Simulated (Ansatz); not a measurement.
Consider CdS in the wurtzite structure (space group P6_3mc, No. 186; a = 4.197 Å, c = 6.830 Å). Axes: x lies along a and z along c of the hexagonal cell.

Now apply this change: biaxial strain +2.11 %, plane normal [001], relaxed out of plane (Cartesian); in-plane vectors clamped, the third vector and the atoms free.

Levels (all Ansatz, an electronic-structure program, PAW, earlier PAW set): PBE (420 eV, no SOC); r2SCAN (500 eV, no spin-orbit coupling); HSE06 (420 eV, no spin-orbit coupling); PBE+SOC (420 eV, noncollinear with spin-orbit coupling).

One geometry, relaxed with PBE, under each level:

The valence-band top lists the three highest levels at Γ (Kramers pairs under SOC), from the VBM.

```csv
level,band gap,lowest conduction level above the VBM at special points,valence-band top at Γ,electron mass,hole mass,pressure
PBE,1.04 eV,Γ 1.04 eV; A 2.61 eV; L 3.48 eV; M 3.56 eV,"0.00, -0.07, -0.07 eV",0.12 mₑ (at Γ),"0.12 mₑ out of plane, 1.9 mₑ in plane (at Γ)",-1.20 GPa
r2SCAN,1.49 eV,Γ 1.49 eV; A 3.05 eV; L 3.88 eV; M 4.03 eV,–,0.15 mₑ (at Γ),"0.15 mₑ out of plane, 1.8 mₑ in plane (at Γ)",-2.61 GPa
HSE06,2.04 eV,Γ 2.04 eV; A 3.66 eV; L 4.51 eV,–,–,–,–
PBE+SOC,1.03 eV,Γ 1.03 eV; A 2.60 eV; L 3.47 eV; M 3.55 eV,"0.00, -0.06, -0.10 eV",0.12 mₑ (at Γ),"0.12 mₑ out of plane, 1.1 mₑ in plane (at Γ)",-1.25 GPa
```

Single points use the geometry relaxed with PBE. Their cutoffs differ, which shifts pressures a little. Differences between runs with and without spin-orbit coupling are approximate. Effective masses come from finite differences of ±0.01 Å⁻¹. No phonon test of stability was made.
